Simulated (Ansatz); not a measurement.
The reference is Al$_{2}$O$_{3}$ in the corundum structure (space group R-3c, No. 167).

```xyz
10
Lattice="2.4040 1.3879 4.3739 -2.4040 1.3879 4.3739 0.0000 -2.7759 4.3739" Properties=species:S:1:pos:R:3 pbc="T T T"
Al     0.0000     0.0000     4.6205
Al     0.0000     0.0000     1.9403
Al     0.0000     0.0000     8.5011
Al     0.0000     0.0000    11.1813
O     -0.9320     1.3879     7.6543
O     -0.7360    -1.5011     7.6543
O      1.6680     0.1132     7.6543
O      0.9320    -1.3879     5.4673
O      0.7360     1.5011     5.4673
O     -1.6680    -0.1132     5.4673
```

Cartesian axes are those of the cell as printed.

Calculations: Ansatz (a first-principles code) PBE, no SOC, earlier PAW set.

The change: compressive biaxial strain of 0.80 % in the plane normal to [001], as in epitaxy on a mismatched substrate; the out-of-plane cell vector and the atoms relax.

### Question
Predict the new out-of-plane strain.

### Answer
The out-of-plane strain comes out as +0.38 %.

Whether these cells are dynamically stable was not tested.
